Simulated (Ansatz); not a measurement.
La₂WN₄ (model structure, started from the La2NiO4 type, I4/mmm, No. 139, 7 atoms in the cell) was calculated with LDA (PAW; Ansatz, an electronic-structure program).

Numerical settings: plane-wave cutoff 520 eV, 18×18×18 k mesh, Fermi–Dirac smearing 0.05 eV, no spin polarisation, scalar-relativistic PAW data made under PBE.

Cell (relaxed at this level):

```
CELL_PARAMETERS angstrom
     -1.96811     1.96811     6.26936
      1.96811    -1.96811     6.26936
      1.96811     1.96811    -6.26936
ATOMIC_POSITIONS crystal
  La 0.35549 0.35549 0.00000
  La 0.64451 0.64451 0.00000
  W  0.00000 0.00000 0.00000
  N  0.16334 0.16334 0.00000
  N  0.83666 0.83666 0.00000
  N  0.00000 0.50000 0.50000
  N  0.50000 0.00000 0.50000
```

Task: Give the computed bulk modulus B0.

Result: 
bulk modulus B0: 217 GPa

Note: the bulk modulus is −V dP/dV from two relaxed cells at ±2 % in volume; the relaxation could raise the start's symmetry but not lower it, so the cell can be a saddle point.

Spin–orbit coupling is not included; it can open a gap where bands touch, and shift volumes and moduli.

Computed values are for the static lattice.

A model structure was made by putting elements into a prototype or built by hand; it is no filed structure, need not be a known phase, and can be a saddle point held by its symmetry.
